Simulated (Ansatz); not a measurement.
Here is the system:

```
Pb
1.0
    0.00000     2.39888     2.39888
    2.39888     0.00000     2.39888
    2.39888     2.39888     0.00000
Pb
1
Direct
  0.00000   0.00000   0.00000
```

Calculation: PBEsol, DFPT electron-phonon coupling, linearised Boltzmann equation (plane waves, PAW, scalar-relativistic; Ansatz, a quantum-chemistry and plane-wave program). Condition of this run: hydrostatic pressure 5 GPa (the target of the relaxation). Geometry: relaxed with this functional, without spin-orbit coupling, then loaded as said.

Task: Predict λ, the logarithmic mean phonon energy and the superconducting Tc for μ* = 0.13 referred to 7.4 meV.

Result: λ = 0.79, ħω_log = 6.5 meV, Tc 2.9 K from the anisotropic Eliashberg equations. μ* is a chosen number, and Tc is 4.2 K at 0.08 and 2.2 K at 0.16.

A metal at this level (no band gap). The phonons are harmonic. Spin-orbit coupling is left out, which matters with elements this heavy. The self-energy correction of the phonons between q points moved λ by 5 %. The squared frequency of the phonon mode least converged on the k mesh is uncertain by 11 %. The run warned that the eigensolver left some states short of its tolerance. Halving the electron mesh (32x32x32) moves the coupling by up to 1 %, Tc by up to 2 %. Smearing 0.20 eV; phonons on a 5x5x5 q mesh, which this run doesn't test.
